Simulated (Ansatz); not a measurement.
Worked example: self-consistent single point of HfIN (P1, 6 atoms in the cell) in Ansatz (an electronic-structure program).

Level of theory: PBEsol, PAW files made with PBE (plane waves; Ansatz).

The change in words: atoms moved at random. Reference geometry:
```xyz
6
Lattice="1.8464 1.0660 10.7787 -1.8464 1.0660 10.7787 0.0000 -2.1320 10.7787" Properties=species:S:1:pos:R:3 pbc="T T T"
Hf     0.0000     0.0000    25.6880
Hf     0.0000     0.0000     6.6479
I      0.0000     0.0000    12.7095
I      0.0000     0.0000    19.6264
N      0.0000     0.0000     4.5252
N      0.0000     0.0000    27.8108
```

Reference input (self-consistent single point, DFT, PBEsol, plane waves, PAW files made with PBE): basis.ecutwfc = 30.9 Ry; kpoints.mp_grid.grid = 5 5 5; hamiltonian.xc = pbesol; hamiltonian.pseudopotentials = {kind: paw} (the program's default PAW files); scf.occupations.method = fermi_dirac; scf.occupations.width = 0.0015 Ry. This run's input differs from it in these lines:

Ansatz 0.2 input:
```diff
@@ -6,8 +6,8 @@
   atoms:
-    - { symbol: Hf, position: [0.794410, 0.794410, 0.794410] }
-    - { symbol: Hf, position: [0.205590, 0.205590, 0.205590] }
-    - { symbol: I, position: [0.393047, 0.393047, 0.393047] }
-    - { symbol: I, position: [0.606953, 0.606953, 0.606953] }
-    - { symbol: N, position: [0.139943, 0.139943, 0.139943] }
-    - { symbol: N, position: [0.860057, 0.860057, 0.860057] }
+    - { symbol: Hf, position: [0.783320, 0.795216, 0.797311] }
+    - { symbol: Hf, position: [0.202450, 0.204629, 0.211680] }
+    - { symbol: I, position: [0.379936, 0.401897, 0.395339] }
+    - { symbol: I, position: [0.622239, 0.599782, 0.604798] }
+    - { symbol: N, position: [0.160943, 0.126034, 0.131796] }
+    - { symbol: N, position: [0.851111, 0.872442, 0.859076] }
 basis:
```

Output (repeated stretches shortened):

```
SCF iter   1: F=—  HF=-46852.193690 eV  |F-HF|=—  |Δ(HF+E_count)|=         —  Δρ=1.70e-1  dr2=3.47e2  ethr=3.10e-3  ⟨swp⟩=6.0  Hψ=12101  notcnv=0
all-band conjugate gradients solve this SCF's bands
preconditioner: auto → LDOS
SCF iter   2: F=—  HF=-46830.390618 eV  |F-HF|=—  |Δ(HF+E_count)|=    2.18e1  Δρ=8.53e-2  dr2=8.33e0  ethr=3.10e-3  ⟨swp⟩=5.4  Hψ=9274  notcnv=0  defer=206
   [... lines left out ...]
SCF iter  10: F=—  HF=-46827.994010 eV  |F-HF|=—  |Δ(HF+E_count)|=   1.37e-5  Δρ=8.77e-5  dr2=1.07e-5  ethr=3.12e-8  ⟨swp⟩=2.0  Hψ=5571  notcnv=0  defer=217
SCF iter  11: F=—  HF=-46827.994007 eV  |F-HF|=—  |Δ(HF+E_count)|=   3.45e-6  Δρ=2.74e-5  dr2=1.08e-6  ethr=1.12e-8  ⟨swp⟩=2.0  Hψ=6383  notcnv=0  defer=217
SCF iter  12: F=—  HF=-46827.994007 eV  |F-HF|=—  |Δ(HF+E_count)|=   1.85e-7  Δρ=1.04e-5  dr2=1.53e-7  ethr=1.13e-9  ⟨swp⟩=2.0  Hψ=5740  notcnv=0  defer=217
SCF iter  13: F=-46827.994007 eV  HF=-46827.994007 eV  |F-HF|=8.83e-8  |Δ(HF+E_count)|=   9.07e-8  Δρ=6.81e-6  dr2=7.79e-8  ethr=1.04e-10  ⟨swp⟩=15.8  Hψ=21556  notcnv=0
SCF 1 converged in 13 iterations: F = -46827.994007 eV  dr2 = 7.79e-8
Free energy (F): -46827.994007 eV
Internal energy: -46827.994007 eV  (E = F + TS)
E sigma→0 (E₀):  -46827.994007 eV
Fermi energy:    12.218787 eV
--- Forces (eV/Å), atoms counted from 1 ---
  atom   1  Hf     0.61592888     0.38417648     1.46832207
  atom   2  Hf    -0.13419614     0.24625523    -0.20487262
  atom   3  I      0.12117467     0.01902761    -0.07951042
  atom   4  I     -0.11238392    -0.03464754    -0.37392075
  atom   5  N     -1.08195486    -0.49003284    -0.36447330
  atom   6  N      0.59138746    -0.12478747    -0.44575658
--- Stress (GPa, compression-positive) ---
       -2.901714       1.025110      -0.400875
        1.025110      -3.279268      -0.079086
       -0.400875      -0.079086      -4.364799
  P = ⅓ Tr σ = -3.5153 GPa (-35.153 kbar)
  The stress holds the Pulay correction. Without it, at fixed plane waves, as pw.x and ABINIT print it: P = -3.6502 GPa
```

The run converged in 13 iterations. Against the reference run the free energy rises by 25.6 meV/atom, the pressure goes from -1.74 to -3.52 GPa, the largest force goes from 0.181 to 1.638 eV/Å and the gap on the mesh goes from 1.108 to 1.007 eV.

The starting cell comes from a database of computed structures (which also holds hypothetical and non-ambient phases and stackings), without a prior relaxation at this level. For this run, on top of that: atoms moved at random. Spin-orbit coupling is off. With a pressure of about -4 GPa the cell is away from its equilibrium volume at this level. Forces in this geometry exceed 1 eV/Å. Ansatz's pressure includes its estimate of the finite-basis (Pulay) stress.

Cost on one core of a shared machine: roughly 30 s.
